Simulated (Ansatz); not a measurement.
The reference is CsI in the zinc blende structure (space group F-43m, No. 216; a = 8.743 Å; a hypothetical phase, not in the database extracts checked).

(Cell as relaxed with PBE.)

Levels (all Ansatz, a first-principles code, PAW): PBE (420 eV, no spin-orbit coupling); PBEsol (420 eV, no spin-orbit coupling).

Each level relaxes its own structure.

```csv
quantity,PBE,PBEsol
volume per atom,83.53 Å³,[?]
lattice parameter a,8.743 Å,[?]
band gap,3.72 eV,[?]
gap character,"indirect, W → Γ",[?]
electron mass,0.48 mₑ,[?]
```

Question: Predict the PBEsol column.

Answer: 
- volume per atom, PBEsol: 78.25 Å³
- lattice parameter a, PBEsol: 8.554 Å
- band gap, PBEsol: 3.84 eV
- gap character, PBEsol: indirect, W → Γ
- electron mass, PBEsol: 0.47 mₑ

PBE's volume per atom lies 5.28 Å³ above PBEsol's (6.8 %); PBE's lattice parameter a lies 0.1884 Å above PBEsol's (2.2 %); PBE's band gap lies 0.12 eV below PBEsol's; the two agree on the gap character. Neither level is exact; PBEsol is the comparison here, not a measurement.

With I present, leaving out spin-orbit coupling can change the band edges. Effective masses come from finite differences of ±0.01 Å⁻¹. Whether these cells are dynamically stable was not tested.
